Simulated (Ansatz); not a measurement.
For IrO₂ (P4_2/mnm), Ansatz (an electronic-structure program) with PBEsol, DFPT electron-phonon coupling, linearised Boltzmann equation gives a transport coupling λ_tr = 0.170 and a Drude plasma energy ħω_p = 4.25 eV along x (a = (4.47, 0.00, 0.00) Å; b = (0.00, 4.47, 0.00) Å; c = (0.00, 0.00, 3.15) Å).

**Question.** Estimate the resistivity at 300 K from the high-temperature formula ρ = 2π λ_tr k_B T / (ħ ε₀ ω_p²), and say how the full Boltzmann solution compares.

**Answer.** The scattering rate is 1/τ = 2π λ_tr k_B T/ħ = 4.20e13 s⁻¹ and ω_p = 6.46e15 s⁻¹, so ρ ≈ 11.4 μΩ·cm. The Boltzmann solution gives 7.00 μΩ·cm, 0.62 times the estimate; it lies lower because k_BT is not large against the phonon energies and the solution lets the distribution adjust.

A metal at this level (no band gap). Only scattering by harmonic phonons is included (no impurities, grain boundaries, electron-electron scattering or thermal expansion). Spin-orbit coupling is left out, which matters with elements this heavy. The run warned that the eigensolver left some states short of its tolerance. Halving the electron mesh (20x20x28) moves the resistivity by up to 3 % at 300 K, the coupling by up to 2 %. Smearing 0.20 eV; phonons on a 3x3x4 q mesh, which this run doesn't test.
